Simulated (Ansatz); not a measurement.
Take Ru in the hcp (Mg type) structure (space group P6_3/mmc, No. 194; a = 2.704 Å, c = 4.263 Å; relaxed with 0.1 eV smearing) as the base. Axes: x lies along a and z along c of the hexagonal cell.

Method: r2SCAN in Ansatz (plane waves to 500 eV, PAW, without spin-orbit coupling).

For the base:

```
Item                                Value
-----------------------------  ----------
Pressure                          0.0 GPa
Band gap                             zero
Shortest interatomic distance  4.993 bohr
```

It is then changed as follows: uniaxial strain ε_xx = −2.50 %, all other strain components held at zero; the atoms relax in the strained cell.

Task: What happens to the pressure?

Result: The pressure (mean of the normal stresses, compression positive) goes from zero to 9.1 GPa.

Task: Estimate the effect on the band gap.

Result: The band gap is still zero.

Task: How does this affect the shortest interatomic distance?

Result: The shortest interatomic distance shrinks by 0.0265 bohr, from 4.993 bohr to 4.966 bohr.

No phonon test of stability was made. All final runs are without spin polarisation.

Ansatz is a first-principles code.
